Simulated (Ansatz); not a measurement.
The starting structures come from a database of crystals and need not be the phases stable at ambient conditions.

 Where the default PAW files enter, the runs use the earlier of Ansatz's two default sets.

Tunnelling through a barrier is set by its complex band structure: the current falls as exp(−2κd) with the smallest κ.

Given:

```yaml
crystal:
  lattice:
    - [6.34132, 0.00000, 0.00000]
    - [3.17066, 9.03111, -0.02096]
    - [3.17066, -0.36689, 1.79344]
  atoms:
    - { symbol: Hg, position: [0.26851, 0.50000, 0.96299] }
    - { symbol: Hg, position: [0.39816, 0.83333, 0.60184] }
    - { symbol: Hg, position: [0.83333, 0.16667, 0.93517] }
    - { symbol: O, position: [0.44685, 0.00000, 0.10630] }
    - { symbol: O, position: [0.21982, 0.33333, 0.78018] }
    - { symbol: O, position: [0.33333, 0.66667, 0.11352] }
```

Space group of this cell: P3_121. The cell was relaxed by PBE-D3(BJ); by PBEsol its mean pressure is -2.9 GPa.

Transport runs along the normal of the first two printed cell vectors, the (111) plane of the conventional cell.

The gap is the functional's own. No spin-orbit coupling. Mid-gap values are interpolated on the energy grid.

State the band gap and the smallest decay constant κ at mid-gap according to PBEsol in Ansatz (a program for electronic structure).

Gap 1.36 eV on a 16×16×16 mesh; κ = 0.310 1/Å, at (-0.167, 0.250) of the in-plane reciprocal vectors. At the zone centre, at the nearest computed energy, the slowest state has κ = 0.32 1/Å.
